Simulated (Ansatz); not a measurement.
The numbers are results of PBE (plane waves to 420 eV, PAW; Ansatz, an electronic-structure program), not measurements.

Planar average of the electrostatic potential across the slab, in eV from the Fermi level, for C on the 1x1 (110) surface of bcc Ta, one in a 2x1 cell, started at the site 'hollow Ta-Ta-Ta':

(z (Å), V (eV)): (5.59, 4.75); (5.89, 4.75); (6.18, 4.74); (6.48, 4.73); (6.77, 4.70); (7.07, 4.64); (7.36, 4.53); (7.66, 4.30); (7.95, 3.86); (8.24, 3.00); (8.54, 1.39); (8.83, -1.72); (9.13, -7.21); (9.42, -14.04); (9.72, -19.08); (10.01, -18.30); (10.31, -12.34); (10.60, -5.87); (10.89, -2.35); (11.19, -3.96); (11.48, -9.52); (11.78, -16.26); (12.07, -19.42); (12.37, -16.17); (12.66, -9.33); (12.96, -3.50); (13.25, -1.27); (13.54, -3.73); (13.84, -9.61); (14.13, -16.24); (14.43, -19.18); (14.72, -15.96); (15.02, -9.28); (15.31, -3.54); (15.61, -1.28); (15.90, -3.66); (16.19, -9.80); (16.49, -17.81); (16.78, -23.51); (17.08, -21.48); (17.37, -13.03); (17.67, -4.64); (17.96, 0.22); (18.26, 2.44); (18.55, 3.52); (18.84, 4.04); (19.14, 4.29); (19.43, 4.41); (19.73, 4.47); (20.02, 4.50); (20.32, 4.51); (20.61, 4.52); (20.91, 4.52); (21.20, 4.53); (21.49, 4.53)

Model: 9-atom slab, 6.8 Å thick at the start under the adsorbate (thin: gaps and levels are the slab's own), 5x10x1 mesh, Fermi-Dirac 0.1 eV, dipole correction, 4 atoms held, the rest relaxed; no symmetry held; no spin, no spin-orbit, no U, no dispersion correction. At the end it is bonded to 5 Ta. In PBE it is, or lies within 0.03 eV of, the lowest of the starts that converged.

The vacuum level lies 4.53 eV above the Fermi level over the top face and 4.76 eV above it under the bottom face.
